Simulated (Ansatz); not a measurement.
The reference is WS2 in the 2H-MoS2 type structure (space group P6_3/mmc, No. 194; layered, stacked along the Cartesian z axis).

```
CELL_PARAMETERS angstrom
      3.11481     0.00000     0.00000
     -1.55740     2.69750     0.00000
      0.00000     0.00000    11.77307
ATOMIC_POSITIONS crystal
  W  0.33333 0.66667 0.25000
  W  0.66667 0.33333 0.75000
  S  0.33333 0.66667 0.61646
  S  0.66667 0.33333 0.11646
  S  0.66667 0.33333 0.38354
  S  0.33333 0.66667 0.88354
```

Cartesian axes are those of the cell as printed.

Method: Ansatz (an electronic-structure program) PBEsol-D3(BJ), no spin-orbit coupling.

For the base:

The volume per atom is 16.49 Å³.

Modification: uniaxial stress, 2 GPa compression along x; all other stress components relax to zero.

Task: Predict the new energy relative to the base.

Result: The energy grows by 0.7 meV/atom.

Task: How does this affect the volume per atom?

Result: The volume per atom drops by 0.084 Å³ to 16.40 Å³.

Load acts through the strain it causes; cell and atoms are relaxed under it. Stability under load was not tested beyond the relaxation.
